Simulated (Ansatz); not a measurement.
Results of HSE06 (PAW; Ansatz, an electronic-structure program) for Ca₂Sn (Fm-3m, No. 225, 3 atoms in the cell; start mp-1009730).

Run with plane-wave cutoff 460 eV, 6×6×6 k mesh, Fermi–Dirac smearing 0.01 eV, scalar-relativistic PAW data made under PBE.

Cell (relaxed with PBEsol):

```
CELL_PARAMETERS angstrom
      0.00000     3.73502     3.73502
      3.73502     0.00000     3.73502
      3.73502     3.73502     0.00000
ATOMIC_POSITIONS crystal
  Ca 0.75000 0.75000 0.75000
  Ca 0.25000 0.25000 0.25000
  Sn 0.00000 0.00000 0.00000
```

Problem. Predict the band gap, smallest direct gap on the k points sampled and direct gap at Γ.

Solution. 
* **band gap**: 1.04 eV
* **smallest direct gap on the k points sampled**: 1.18 eV
* **direct gap at Γ**: 2.57 eV

Note: cell and atoms aren't relaxed at this level (pressure 1.3 GPa).

Spin–orbit coupling is not included.

Computed values are for the static lattice.

It cost roughly 2.5 core-minutes of CPU time.

A start named mp-… is a Materials Project structure, which need not be a measured phase.
